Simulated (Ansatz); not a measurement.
PbSnS2 (Pmc2₁, No. 26, 8 atoms in the cell; start mp-1218951)

Method: LDA (plane waves, PAW; Ansatz, a program for electronic structure).

Run with plane-wave cutoff 520 eV, 8×8×4 k mesh (along the axes of the cell as run), Fermi–Dirac smearing 0.01 eV, scalar-relativistic PAW data made under PBE.

Cell (relaxed at this level):

PbSnS$_{2}$ is taken in the orthorhombic space group Pmc2₁ (No. 26), Pearson symbol oP8. Conventional cell: a = 4.027 Å, b = 4.176 Å, c = 11.212 Å, α = β = γ = 90.00°. Sn on 2b is surrounded by 3 S at 2.546–2.652 Å and 2 S at 3.182 Å (no clear gap to further neighbours). Pb on 2a has 3 S at 2.785–2.791 Å and 3 S at 3.082–3.228 Å. S1 on 2a has 2 Sn at 2.652 Å and 2 Sn at 3.182 Å and 1 Pb at 2.791 Å and 1 Pb at 3.228 Å. S2 on 2b has 1 Sn at 2.546 Å and 2 Pb at 2.785 Å and 2 Pb at 3.082 Å (square pyramidal). (Neighbours: up to the widest gap in distance over summed covalent radii, below 1.35, at either atom; cation-cation and far metal-metal contacts left out.)

```yaml
band_gap: 0.69 eV
smallest_direct_gap_on_the_k_points_sampled: 0.87 eV
direct gap at Γ: 1.55 eV
```

Spin–orbit coupling is not included; with these elements it can move the gap by several tenths of an eV or more.

Computed values are for the static lattice.

A start named mp-… is a Materials Project structure, which need not be a measured phase.
